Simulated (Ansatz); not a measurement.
Effect of 5 layers on ZnS

Take ZnS in the zinc blende structure (space group F-43m, No. 216; a = 5.389 Å) as the base. Axes: x, y, z lie along the cube axes.

The change: a free-standing slab of 5 layers (10 atoms, 2 a layer) is cut normal to [110], with 15 Å of vacuum and the in-plane cell held at bulk.

Computed with Ansatz (a quantum-chemistry and plane-wave program) r2SCAN, no spin-orbit coupling. Settings: 9×6×1 k-points, 0.05 eV Fermi–Dirac smearing, for the changed cell.

```json
[
 {"quantity": "shortest interatomic distance", "base": "2.334 Å", "changed": "2.250 Å", "shift": "-0.084 Å"},
 {"quantity": "band gap", "base": "2.70 eV", "changed": "2.94 eV", "shift": "+0.24 eV"},
 {"quantity": "gap character", "base": "–", "changed": "direct at Γ", "shift": "–"},
 {"quantity": "valence-band top at Γ (three highest levels, from the VBM)", "base": "0.00, 0.00, 0.00 eV", "changed": "0.00, -0.19, -0.23 eV", "shift": "–"},
 {"quantity": "excess energy per area of both faces (slab less bulk energy over the cell's area: twice a surface energy)", "base": "–", "changed": "1.11 J/m²", "shift": "–"},
 {"quantity": "thickness between the outermost nuclei", "base": "–", "changed": "7.86 Å", "shift": "–"},
 {"quantity": "change of the spacing d12 from its bulk value of 1.905 Å", "base": "–", "changed": "-9.7 %", "shift": "–"},
 {"quantity": "change of the spacing d23 from its bulk value of 1.905 Å", "base": "–", "changed": "+1.7 %", "shift": "–"}
]
```

Final structure:

```yaml
crystal:
  lattice:
    - [3.81068, 0.00000, 0.00000]
    - [0.00000, 5.38911, 0.00000]
    - [0.00000, 0.00000, 22.62135]
  atoms:
    - { symbol: S, position: [0.75000, 0.49942, 0.32619] }
    - { symbol: Zn, position: [0.25000, 0.30181, 0.35025] }
    - { symbol: S, position: [0.25000, 0.98208, 0.41607] }
    - { symbol: Zn, position: [0.75000, 0.73050, 0.41255] }
    - { symbol: S, position: [0.75000, 0.48807, 0.50000] }
    - { symbol: Zn, position: [0.25000, 0.23430, 0.50000] }
    - { symbol: S, position: [0.25000, 0.98208, 0.58393] }
    - { symbol: Zn, position: [0.75000, 0.73050, 0.58745] }
    - { symbol: S, position: [0.75000, 0.49942, 0.67381] }
    - { symbol: Zn, position: [0.25000, 0.30181, 0.64975] }
```

Slab and bulk use different k-meshes, which limits the precision of the excess energy. Stability against distortions was not tested. k-point labels follow each cell's own Brillouin zone.
